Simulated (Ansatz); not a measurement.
The structure below was relaxed with plane-wave PAW DFT at the PBE level (Ansatz, a first-principles code, 420 eV), scalar-relativistic without spin-orbit coupling, at pressure 7 GPa.

Space group P6₃mc (No. 186); a = b = 3.097 Å, c = 4.954 Å, α = β = 90.00°, γ = 120.00°

```
atom  site  symmetry       x       y       z
----  ----  --------  ------  ------  ------
Al      2b       3m.  0.6667  0.3333  0.0037
N       2b       3m.  0.3333  0.6667  0.1215
```

Write out a cell with all atoms.


```cif
data_Al2N2
_chemical_formula_sum 'Al2 N2'
_space_group_name_H-M_alt 'P 1'
_space_group_IT_number 1
_cell_length_a 3.09733
_cell_length_b 3.09733
_cell_length_c 4.95391
_cell_angle_alpha 90.000
_cell_angle_beta 90.000
_cell_angle_gamma 120.000
loop_
_space_group_symop_operation_xyz
  'x, y, z'
loop_
_atom_site_label
_atom_site_type_symbol
_atom_site_fract_x
_atom_site_fract_y
_atom_site_fract_z
_atom_site_occupancy
Al1 Al 0.66667 0.33333 0.00370 1
Al2 Al 0.33333 0.66667 0.50370 1
N1 N 0.66667 0.33333 0.62150 1
N2 N 0.33333 0.66667 0.12150 1
```
This is the conventional cell.

Load acts through the strain it causes; cell and atoms are relaxed under it. No phonon test of stability was made. Tetrahedral semiconductors of this kind turn to denser phases somewhere between about 1 and 50 GPa; those were not computed, so compressed cells here can lie past the real transition. The cell was made from AlN in the wurtzite structure (space group P6_3mc, No. 186) by this change: pressure 7 GPa.
